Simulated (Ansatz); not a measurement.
## Be₅Au (F-43m, No. 216)

These are PBEsol (PAW; Ansatz, a quantum-chemistry and plane-wave program) values and carry that method's errors.

Numerical settings: plane-wave cutoff 520 eV, 16×16×16 k mesh, Fermi–Dirac smearing 0.05 eV, scalar-relativistic PAW data made under PBE.

Cell: relaxed at this level.

- band gap: zero (no gap)
- lattice parameter a: 6.072 Å

Spin–orbit coupling is not included; it can shift volumes and moduli of such heavy elements.

The computed numbers hold no vibrational or temperature effects.
